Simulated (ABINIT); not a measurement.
# Pressure against volume in fcc Au (space group 225) (ABINIT, PBE)

```xyz
1
Lattice="0.0000 2.0037 2.0037 2.0037 0.0000 2.0037 2.0037 2.0037 0.0000" Properties=species:S:1:pos:R:3 pbc="T T T"
Au     0.0000     0.0000     0.0000
```

Computed with PBE, norm-conserving pseudopotentials (PseudoDojo nc-sr-05 PBE standard) (plane waves; ABINIT). Settings: pseudos = [Au.upf]; ecut = 49 Ha; ixc = 11; occopt = 3; tsmear = 0.00183747 Ha; ngkpt = 25 25 25; nshiftk = 1; shiftk = 0 0 0; potentials = PseudoDojo nc-sr-05 PBE standard; nband = 15; kptopt = 1; nstep = 60; toldfe = 1e-09 Ha. The cell above is the first row's. The rows scale it uniformly. In all rows the k mesh is held.

| V (Å^3/atom) | P (GPa) |
|---|---|
| 16.090 | 20.79 |
| 16.439 | 15.63 |
| 16.789 | 11.10 |
| 17.139 | 7.14 |
| 17.489 | 3.68 |
| 17.838 | 0.66 |
| 18.188 | -1.99 |
| 18.538 | -4.30 |
| 18.888 | ? |

**Question.** Fit P against V with a cubic, and predict the withheld value at V = 18.888.

**Answer.** With u = V - 17.3, the rows have u = -1.2100, -0.8610, -0.5110, -0.1610, 0.1890, 0.5380, 0.8880, 1.2380. Least squares gives P = 5.484 - 9.9392·u + 1.9428·u² - 0.2434·u³. Residuals (row less fit): 0.004, -0.007, -0.003, 0.004, 0.007, -0.001, -0.010, 0.005; standard error 0.008 (degrees of freedom: 4). The fitted pressure is zero at V0 = 17.92, where dP/dV = -7.807, so B0 = -V0·dP/dV = 140 GPa. At the withheld row, u = 1.5880, so P = 5.484 - 9.9392 × 1.5880 + 1.9428 × 1.5880² - 0.2434 × 1.5880³ = -6.375 GPa. The calculation gives -6.29 GPa, 0.085 GPa above the prediction (0.3 % of the range of P in the table). The row lies outside the fitted rows, so this is an extrapolation. From the scatter of the fitted rows alone, a prediction at this place has a standard error of 0.021 GPa, so the miss is 4.0 times that.

Carrying the step between the two nearest rows on in a straight line would have given -6.61, off by 0.32; series whose last step already gives the withheld value aren't shown. The scan was laid around a cell of about the measured size, scaled by a guess for this functional. Spin-orbit coupling is off. Cutoffs and mesh are single choices, not tested for convergence of this quantity. Series with a scatter that would blur these digits, or in which a gap closes, are not shown.

Terms beyond the fitted order, or numerical noise in single rows, can give a miss of this size; the table doesn't tell which.
